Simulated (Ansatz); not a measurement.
# CdTe (within 0.1 Å of Fm-3m, No. 225, 4 atoms in the cell; start mp-1066480; a measured phase of this formula has another space group)

Computed with r²SCAN (plane waves, PAW; Ansatz, a first-principles code).

Settings: plane-wave cutoff 500 eV, 10×10×8 k mesh (along the axes of the cell as run), Fermi–Dirac smearing 0.05 eV, scalar-relativistic PAW data made under PBE.

Cell (relaxed at this level):

Space group I4/mmm (No. 139); a = 4.2980 Å, b = 4.2980 Å, c = 6.0924 Å, α = 90.00°, β = 90.00°, γ = 90.00°

```tsv
atom	site	symmetry	x	y	z
Cd	2a	4/mmm	0.0000	0.0000	0.0000
Te	2b	4/mmm	0.0000	0.0000	0.5000
```

```yaml
band_gap: zero (no gap)
```

Spin–orbit coupling is not included.

A start named mp-… is a Materials Project structure, which need not be a measured phase.
